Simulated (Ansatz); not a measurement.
Take SrNbO$_{3}$ in the cubic perovskite structure (space group Pm-3m, No. 221; a = 4.018 Å; a cell from a computed database, its experimental status unchecked) as the base. Axes: x, y, z lie along the cube axes.

Computed with Ansatz (an electronic-structure program), PBEsol, PAW, cutoff 420 eV, no spin-orbit coupling.

Base values:

| Quantity | Value |
|---|---|
| Shortest interatomic distance | 200.9 pm |
| Pressure | 0.0 GPa |

The change: biaxial strain +2.72 %, plane normal [111], relaxed out of plane (Cartesian); in-plane vectors clamped, the third vector and the atoms free.

Question: Estimate the effect on the energy relative to the base.

Answer: The energy goes up by 15 meV/atom.

Question: What happens to the shortest interatomic distance?

Answer: The shortest interatomic distance rises by 1.9 pm (200.9 pm → 202.8 pm).

Question: What happens to the pressure?

Answer: The pressure (mean of the normal stresses, compression positive) goes from zero to -4.6 GPa.

Without a gap, meshes like the base's 12×12×12 leave anisotropic stresses uncertain by several tenths of a GPa, and small strain energies with them. Stability against distortions was not tested. No Hubbard U is applied, and correlation can decide whether such a compound is a metal. The final runs are not spin-polarised. An odd electron count without spin: SrNbO3. Many cubic perovskites are stable only at high temperature; tilts and polar distortions were not tested.
